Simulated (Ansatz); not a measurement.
**Effect of isotropic strain +1.80 % on BN**

The parent structure is BN (space group P6_3/mmc, No. 194; a = 2.500 Å, c = 6.412 Å; layered, stacked along the Cartesian z axis).

One thing is altered: the cell is scaled by 1.0180 in all directions; the atoms relax in the strained cell.

Computed with PBEsol-D3(BJ), PAW, 420 eV (Ansatz, an electronic-structure program; spin-orbit coupling left out). Γ-centred 15×15×5 mesh, Fermi–Dirac width 0.05 eV.

The volume per atom goes up by 0.48 Å³, from 8.68 Å³ to 9.16 Å³ and the energy rises by 19 meV/atom. The pressure (mean of the normal stresses, compression positive) goes from zero to -12.38 GPa and the band gap drops by 0.05 eV, from 4.08 eV to 4.03 eV. The gap character stays indirect, k = (0.267, 1/3, 0) in the run's primitive reciprocal basis → M and the mean gap deformation potential ΔEg/Δln V amounts to -1.0 eV. The width of the top valence band shrinks by 0.12 eV (3.30 eV → 3.18 eV).

No phonon test of stability was made.
